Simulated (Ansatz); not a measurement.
The starting structures come from a database of crystals and need not be the phases stable at ambient conditions.

Given:

```yaml
crystal:
  lattice:
    - [3.92575, 0.00000, 0.00000]
    - [-1.96288, 3.39980, 0.00000]
    - [1.96288, 1.13327, 8.18878]
  atoms:
    - { symbol: Lu, position: [0.00000, 0.00000, 0.00000] }
    - { symbol: Lu, position: [0.00000, 0.50000, 0.50000] }
    - { symbol: S, position: [0.78211, 0.39106, 0.82683] }
    - { symbol: S, position: [0.21789, 0.60894, 0.17317] }
    - { symbol: F, position: [0.33527, 0.16763, 0.49710] }
    - { symbol: F, position: [0.66473, 0.83237, 0.50290] }
```

Space group of this cell: R-3m. The cell is taken as given; by r2SCAN its mean pressure is 2.1 GPa.

Transport runs along the normal of the first two printed cell vectors, the (001) plane of the conventional cell.

The gap is the functional's own. No spin-orbit coupling. Mid-gap values are interpolated on the energy grid.

**Question.** Give the band gap and the smallest decay constant κ at mid-gap that r2SCAN (Ansatz, an electronic-structure program) yields.

**Answer.** Gap 2.86 eV on a 10×10×10 mesh; κ = 0.252 1/Å, at the zone centre.
